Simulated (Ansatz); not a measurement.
Ga2O3 (model structure, started from the Al2S3 type, Cc, No. 9, 10 atoms in the cell), treated with r²SCAN+SOC (plane waves, PAW; Ansatz, a quantum-chemistry and plane-wave program).

The run printed, among other lines:

```
Crystal: 10 atoms, lattice volume = 133.478 Å³
Basis set: ecut = 560 eV, 3997 PW (Γ), exchange–correlation on 135×135×135 points (27 copies of the dense FFT grid, shifted against one another)
Bands: 108, of which v1, the nominal top of the filled ones, is band 88 counted from 1 (87 counted from 0)
Symmetry: 2 space group operations + 2 with time reversal
k-points: 68 of 216 (time reversal used)
Initial density: superposition of atomic densities (chi_scale 0.1, normalization cell, long waves kept (reshape's long-wave potential 0.04 eV rms))
Functional: x = r2scan, c = r2scan; τ floored in thin density (d = 2e-4 eV/Å³)
spin=Noncollinear: Resta preconditioning applied to the charge; magnetization (m_x, m_y, m_z) channels mix plain (no charge-response kernel on spin).
SCF 1 converged in 12 iterations: F = -18566.890301 eV  dr2 = 5.21e-10
SCF converged after 12 iterations
Free energy (F): -18566.890301 eV
Internal energy: -18566.890301 eV  (E = F + TS)
E sigma→0 (E₀):  -18566.890301 eV
Fermi energy:    5.922426 eV
--- Forces (eV/Å), atoms counted from 1 ---
  atom   1  Ga    -0.02230099    -0.00920949    -0.01542113
  atom   2  Ga    -0.02230099     0.00920949    -0.01542113
  atom   3  Ga     0.01786989    -0.01719597    -0.03098628
  atom   4  Ga     0.01786989     0.01719597    -0.03098628
  atom   5  O     -0.06288619    -0.00001216    -0.01749586
  atom   6  O     -0.06288619     0.00001216    -0.01749586
  atom   7  O      0.05497359     0.00786773    -0.01762477
  atom   8  O      0.05497359    -0.00786773    -0.01762477
  atom   9  O      0.01236153     0.05389833     0.08154413
  atom  10  O      0.01236153    -0.05389833     0.08154413
--- Stress (GPa, compression-positive) ---
       -1.193639       0.000000       0.051771
        0.000000      -1.147849       0.000000
        0.051783       0.000000      -1.221205
  P = ⅓ Tr σ = -1.1876 GPa (-11.876 kbar)
```

Task: Write an input file that could have produced this run (the log leaves some choices open).

Result: This is not unique; one that fits is 
Ansatz 0.2 input:
```yaml
crystal:
  lattice:
    - [4.754573633, -2.939308678, 0.430927998]
    - [4.754573633, 2.939308678, 0.430927998]
    - [-2.6376517358, 0.0, 4.5364729359]
  atoms:
    - { symbol: Ga, position: [0.948449914, 0.2008734967, 0.4761020382] }
    - { symbol: Ga, position: [0.2008734967, 0.948449914, -0.0238979618] }
    - { symbol: Ga, position: [0.6312985808, 0.8363574545, 0.5742156583] }
    - { symbol: Ga, position: [0.8363574545, 0.6312985808, 1.0742156583] }
    - { symbol: O, position: [0.0370587811, 0.2828743019, 0.8709133876] }
    - { symbol: O, position: [0.2828743019, 0.0370587811, 0.3709133876] }
    - { symbol: O, position: [0.9318943961, 0.8145316963, 0.8933601519] }
    - { symbol: O, position: [0.8145316963, 0.9318943961, 0.3933601519] }
    - { symbol: O, position: [0.491872304, 0.7417690745, 0.810448764] }
    - { symbol: O, position: [0.7417690745, 0.491872304, 0.310448764] }
basis:
  ecutwfc: 560
  ecutrho_ratio: 4
  xc_grid: 3
kpoints:
  mp_grid: { grid: [6, 6, 6] }
hamiltonian:
  xc: r2scan
  dispersion: none
  pseudopotentials: { kind: paw }
scf:
  occupations: { method: fermi_dirac, width: 0.01 }
  convergence: { dr2_threshold: 0.000000001 }
output:
  forces: true
  stress: true
  eigenvalues: true
magnetization:
  noncollinear: true
  spin_orbit: true
```

The PAW data were made under PBE.

Note: the relaxation could raise the start's symmetry but not lower it, so the cell can be a saddle point. Note: cell and atoms aren't relaxed at this level (largest force component 0.08 eV/Å, pressure -1.2 GPa).

A model structure was made by putting elements into a prototype or built by hand; it is no filed structure, need not be a known phase, and can be a saddle point held by its symmetry.
